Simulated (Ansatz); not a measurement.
The structure below was relaxed with Ansatz (a first-principles code), PBEsol-D3(BJ), PAW, cutoff 420 eV, without spin-orbit coupling, at pressure 5 GPa.

Space group P6₃/mmc (No. 194); a = 3.814 Å, b = 3.814 Å, c = 15.766 Å, α = 90.00°, β = 90.00°, γ = 120.00°

```tsv
atom	site	symmetry	x	y	z
In	4f	3m.	0.6667	0.3333	0.1650
Se	4f	3m.	0.3333	0.6667	0.0799
```

Task: Write out a cell with all atoms.

Result: 
```
InSe
1.0
    3.81411     0.00000     0.00000
   -1.90705     3.30311     0.00000
    0.00000     0.00000    15.76636
In Se
4 4
Direct
  0.33333   0.66667   0.66495
  0.66667   0.33333   0.16495
  0.66667   0.33333   0.33505
  0.33333   0.66667   0.83505
  0.33333   0.66667   0.07990
  0.66667   0.33333   0.57990
  0.66667   0.33333   0.92010
  0.33333   0.66667   0.42010
```
This is the conventional cell.

Load acts through the strain it causes; cell and atoms are relaxed under it. No phonon test of stability was made. Competing high-pressure phases were not computed. The cell was made from InSe in the beta-GaS type structure (space group P6_3/mmc, No. 194; layered, stacked along the Cartesian z axis) by this change: pressure 5 GPa.
